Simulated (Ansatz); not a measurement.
**Response to strain in SnO2**

Consider SnO₂ in the rutile structure (space group P4_2/mnm, No. 136).

```xyz
6
Lattice="4.7224 0.0000 0.0000 0.0000 4.7224 0.0000 0.0000 0.0000 3.1903" Properties=species:S:1:pos:R:3 pbc="T T T"
Sn     0.0000     0.0000     0.0000
Sn     2.3612     2.3612     1.5952
O      1.4454     1.4454     0.0000
O      3.8065     0.9158     1.5952
O      0.9158     3.8065     1.5952
O      3.2770     3.2770     0.0000
```

Cartesian axes are those of the cell as printed.

Strains are applied to the cell and any free atomic positions relax; under biaxial strain the out-of-plane vector relaxes too.

Level of theory: LDA (Ansatz, a first-principles code), spin-orbit coupling left out.

```csv
"biaxial strain, plane normal [001], relaxed out of plane (%)",out-of-plane strain (%)
0,0.00
0.6,-0.42
1.2,-0.82
1.8,-1.21
2.4,?
3,-1.91
```

Question: Fit ε⊥ = −νε + γε² (strains in %) to the rows shown and predict the withheld row.

Answer: Least squares on the printed values gives ν = 0.72 (the biaxial Poisson response) and γ = 0.027 (largest residual 0.00 %); this predicts -1.57 %, and the run gives -1.57 %, in agreement.

Whether these cells are dynamically stable was not tested.
